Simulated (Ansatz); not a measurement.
What isotropic strain +1.87 % does to InAs

Base system: InAs in the zinc blende structure (space group F-43m, No. 216; a = 6.1091 Å).

It is then changed as follows: an isotropic linear strain of +1.87 %; the atoms relax in the strained cell.

The values are results of Ansatz (a first-principles code), r2SCAN, PAW, cutoff 500 eV, without spin-orbit coupling, not measurements. k-mesh 9×9×9 (Γ-centred); smearing 0.05 eV (Fermi–Dirac).

The shortest interatomic distance rises by 0.0495 Å, from 2.645 Å to 2.695 Å and the energy goes up by 15 meV/atom. The band gap changes from 0.08 eV to zero.

Final structure:

```yaml
crystal:
  lattice:
    - [0.00000, 3.11167, 3.11167]
    - [3.11167, 0.00000, 3.11167]
    - [3.11167, 3.11167, 0.00000]
  atoms:
    - { symbol: As, position: [0.75000, 0.75000, 0.75000] }
    - { symbol: In, position: [0.00000, 0.00000, 0.00000] }
```

A case with no gap was solved on a k-mesh chosen for an insulator, which is coarse for it. Whether these cells are dynamically stable was not tested. The final runs are not spin-polarised. The zero or small gap of InAs can change with the level of theory.
